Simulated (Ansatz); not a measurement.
**Response to strain in Ti3Al**

Consider Ti₃Al (space group P6_3/mmc, No. 194; a = 5.747 Å, c = 4.632 Å). Axes: x lies along a and z along c of the hexagonal cell.

Strains are applied to the cell and any free atomic positions relax; under biaxial strain the out-of-plane vector relaxes too.

Calculations: r2SCAN (Ansatz, a program for electronic structure, PAW, without spin-orbit coupling).

Notes on the quantities. energy relative to the base: free energy F; pressure: mean of the normal stresses, compression positive.

| change | volume per atom | energy relative to the base | pressure | space group |
|---|---|---|---|---|
| base | 16.56 Å³ | 0 meV/atom | 0.0 GPa | P6_3/mmc (No. 194) |
| biaxial strain −4.25 %, plane normal [001], relaxed out of plane | 15.51 Å³ | +54 meV/atom | 8.9 GPa | P6_3/mmc (No. 194) |
| biaxial strain +1.34 %, plane normal [001], relaxed out of plane | 16.88 Å³ | +4.6 meV/atom | -2.1 GPa | P6_3/mmc (No. 194) |
| isotropic strain −3.43 % | 14.91 Å³ | +73 meV/atom | 15.3 GPa | P6_3/mmc (No. 194) |
| uniaxial strain ε_yy = −1.31 % | 16.34 Å³ | +1.8 meV/atom | 1.6 GPa | Cmcm (No. 63) |

Whether these cells are dynamically stable was not tested. The final runs are not spin-polarised.
